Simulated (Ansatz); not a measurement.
System: BGe2Sb (model structure, started from the BC2N type, R3m, No. 160, 4 atoms in the cell). Method: PBEsol (plane waves, PAW; Ansatz, a program for electronic structure).

Settings: plane-wave cutoff 520 eV, 18×18×18 k mesh, Fermi–Dirac smearing 0.05 eV, scalar-relativistic PAW data made under PBE.

Cell (relaxed at this level):

BGe2Sb is modelled in the trigonal space group R3m, hexagonal axes (No. 160), Pearson symbol hR4. Cell: a = 3.7624 Å, b = 3.7624 Å, c = 19.7617 Å, α = 90.00°, β = 90.00°, γ = 120.00°. B on 3a has 3 Ge at 2.206 Å and 1 Sb at 2.299 Å (tetrahedral). Sb on 3a is coordinated by 1 B at 2.299 Å and 3 Ge at 2.580 Å. Ge1 on 3a is coordinated by 1 Ge at 2.513 Å and 3 Sb at 2.580 Å. Ge2 on 3a is coordinated by 3 B at 2.206 Å and 1 Ge at 2.513 Å (tetrahedral). (Neighbours: up to the widest gap in distance over summed covalent radii, below 1.35, at either atom.)
(The calculation used a cell of 4 atoms; values per cell refer to that cell.)

Q: Predict the bulk modulus.

A: 
bulk modulus: 71.1 GPa

The run finds no gap.

Note: the bulk modulus is −V dP/dV from two relaxed cells at ±2 % in volume; the relaxation could raise the start's symmetry but not lower it, so the cell can be a saddle point.

Spin–orbit coupling is not included; it can open a gap where bands touch, and shift volumes and moduli.

Static lattice: no zero-point or thermal effects.

It cost about 13 core-minutes (a rough figure) of CPU time.

A model structure was made by putting elements into a prototype or built by hand; it is no filed structure, need not be a known phase, and can be a saddle point held by its symmetry.
